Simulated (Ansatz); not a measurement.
Take Sn (space group I4_1/amd, No. 141; a = 5.887 Å, c = 3.186 Å; relaxed with 0.1 eV smearing) as the base. Axes: x, y, z lie along a, b, c of the conventional cell.

Calculations: plane-wave PAW DFT at the r2SCAN level (Ansatz, a program for electronic structure, 500 eV), spin-orbit coupling left out.

For the base:

The pressure is 0.0 GPa.

One thing is altered: biaxial strain −3.41 %, plane normal [001], relaxed out of plane (Cartesian); in-plane vectors clamped, the third vector and the atoms free.

Question: How does this affect the pressure?

Answer: The pressure (mean of the normal stresses, compression positive) goes from zero to 2.6 GPa.

Question: Predict the new out-of-plane strain.

Answer: The out-of-plane strain amounts to +3.37 %.

Question: Estimate the effect on the energy relative to the base.

Answer: The energy increases by 22 meV/atom.

A biaxial case was relaxed in a doubled cell and then solved in the primitive one. No phonon test of stability was made.
